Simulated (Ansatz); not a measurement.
System: Zr3N4 (model structure, started from the spinel Zr type, Fd-3m, No. 227, 14 atoms in the cell). Method: HSE06 in Ansatz (PAW).

Run with plane-wave cutoff 460 eV, 4×4×4 k mesh, Fermi–Dirac smearing 0.01 eV, scalar-relativistic PAW data made under PBE.

Cell (relaxed with PBEsol):

```xyz
14
Lattice="0.0000 4.5414 4.5414 4.5414 0.0000 4.5414 4.5414 4.5414 0.0000" Properties=species:S:1:pos:R:3 pbc="T T T"
Zr     5.6768     5.6768     5.6768
Zr     5.6768     3.4061     3.4061
Zr     3.4061     5.6768     3.4061
Zr     3.4061     3.4061     5.6768
Zr     2.2707     2.2707     2.2707
Zr     0.0000     0.0000     0.0000
N      7.8754     7.8754     7.8754
N      7.8754     5.7489     5.7489
N      5.7489     7.8754     5.7489
N      5.7489     5.7489     7.8754
N      3.4782     3.4782     3.4782
N      3.4782     5.6047     5.6047
N      5.6047     3.4782     5.6047
N      5.6047     5.6047     3.4782
```

**Question.** Give the computed band gap and smallest direct gap on the k points sampled.

**Answer.** 
- band gap: 1.56 eV (on the SCF k mesh)
- smallest direct gap on the k points sampled: 1.75 eV

Note: the relaxation could raise the start's symmetry but not lower it, so the cell can be a saddle point; cell and atoms aren't relaxed at this level (pressure 1.5 GPa).

Spin–orbit coupling is not included.

Computed values are for the static lattice.

A model structure was made by putting elements into a prototype or built by hand; it is no filed structure, need not be a known phase, and can be a saddle point held by its symmetry.

Ansatz is a quantum-chemistry and plane-wave program.
